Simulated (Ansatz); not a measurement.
Habitual settings against a tight run: LaB2Rh2C (I4/mmm, 6 atoms in the cell)

Self-consistent single point.

```xyz
6
Lattice="-1.9161 1.9161 5.0841 1.9161 -1.9161 5.0841 1.9161 1.9161 -5.0841" Properties=species:S:1:pos:R:3 pbc="T T T"
La     0.0000     0.0000     0.0000
B      0.0000     0.0000     3.6100
B      0.0000     0.0000     6.5581
Rh     1.9161     0.0000     2.5420
Rh     0.0000     1.9161     2.5420
C      0.0000     0.0000     5.0841
```

Level of theory: r2SCAN, default PAW files made with PBE (plane waves; Ansatz, an electronic-structure program).

Base settings: basis.ecutwfc = 36.7 Ry; kpoints.mp_grid.grid = 10 10 10; hamiltonian.xc = r2scan; hamiltonian.pseudopotentials = {kind: paw} (the program's default PAW files); scf.occupations.method = cold; scf.occupations.width = 0.0037 Ry.

Tight run (finer mesh or higher cutoff; not a proven limit): basis.ecutwfc: 36.7 Ry → 51.4 Ry; kpoints.mp_grid.grid: 10 10 10 → 14 14 14; scf.convergence.dr2_threshold: default (1e-07 eV) → 1e-09 eV. It gave Fermi level (on the code's own zero) 16.24 eV; pressure 9.09 GPa; largest force (vector length) 0.425 eV/Å.

Quick runs, as changes from the base:
- A: the base itself
- B: basis.ecutwfc: 36.7 Ry → 18.4 Ry; kpoints.mp_grid.grid: 10 10 10 → 8 8 8
- C: kpoints.mp_grid.grid: 10 10 10 → 4 4 4; scf.occupations.method: cold → fermi_dirac; scf.occupations.width: 0.0037 Ry → 0.02 Ry; kpoints.mp_grid.shift: default → 0.5 0.5 0.5
- D: basis.ecutwfc: 36.7 Ry → 29.4 Ry; kpoints.mp_grid.grid: 10 10 10 → 6 6 6; scf.occupations.method: cold → fermi_dirac; scf.occupations.width: 0.0037 Ry → 0.0367 Ry
- E: basis.ecutwfc: 36.7 Ry → 18.4 Ry; kpoints.mp_grid.grid: 10 10 10 → 4 4 4
- F: basis.ecutwfc: 36.7 Ry → 18.4 Ry; kpoints.mp_grid.grid: 10 10 10 → 6 6 6; hamiltonian.xc: r2scan → lda [LDA (PW92)]

Energies are extrapolated to zero smearing width, which holds to low order in the width alone.

Dashes: energy of F, another energy zero; count of F, another kind of functional, whose work the count does not hold.

† marks runs with another functional, U, potentials or spin treatment: their distance from the tight run is not a convergence error alone.

The count of work is k-points × plane waves × bands × iterations; it is no time. 

Pressures in the table are Ansatz's without its Pulay estimate, at a fixed set of plane waves; the tight run's value above holds the estimate.

The starting cell comes from a database of computed structures (which also holds hypothetical and non-ambient phases and stackings), without a prior relaxation at this level. Its lattice was rescaled by a random factor within 2.5 % of one. Spin polarisation is off. In the base run, with a pressure of about 9 GPa the cell is away from its equilibrium volume at this level. The cutoff lies below the one recommended for these files.

```tsv
run	energy less tight (meV/atom)	pressure less tight (GPa)	largest miss in a force vector (eV/Å)	count of work / tight
A	0.9	-0.01	0.000	0.20
B	715.3	-54.27	0.394	0.045
C	-1.9	0.16	0.055	0.021
D	18.2	1.72	0.146	0.047
E	701.0	-54.61	0.186	0.0088
F†	–	-65.44	0.454	–
```

Among the runs at the tight run's level, the energy misses run from 0.9 to 715.3 meV/atom.

Keys are those of Ansatz 0.2.
